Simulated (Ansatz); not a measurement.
Effect of holes 1.5×10^21 cm⁻³ on BeS

Consider BeS in the zinc blende structure (space group F-43m, No. 216; a = 4.8686 Å).

Perturbation: hole doping at 1.5×10^21 cm⁻³ (0.0433 per cell), with a uniform compensating background at fixed cell and a 300 K Fermi–Dirac width.

Computed with r2SCAN (Ansatz, a program for electronic structure), no SOC. Γ-centred 27×27×27 mesh, Fermi–Dirac width 0.0259 eV.

| quantity | base | changed | shift |
|---|---|---|---|
| gap between the host's bands | 3.59 eV | 3.64 eV | +0.05 eV |
| gap character | indirect, Γ → X | indirect, Γ → X | – |
| Fermi level relative to the doped band's edge (positive inside the band; to 0.05 eV) | – | +0.20 eV | – |

Final structure:

```yaml
crystal:
  lattice:
    - [0.00000, 2.43428, 2.43428]
    - [2.43428, 0.00000, 2.43428]
    - [2.43428, 2.43428, 0.00000]
  atoms:
    - { symbol: S, position: [0.75000, 0.75000, 0.75000] }
    - { symbol: Be, position: [0.00000, 0.00000, 0.00000] }
```
Cell charge +0.043275.

Cost of the whole job for the changed cell (relaxation, final SCF and bands): around 90 core-seconds (rough).

Carriers are added with a uniform compensating background; total energy and stress of such cells depend on the potential's zero and are not compared; many-body gap narrowing is missing at this level. Semilocal Kohn–Sham gaps tend to fall short of experiment. No phonon test of stability was made.
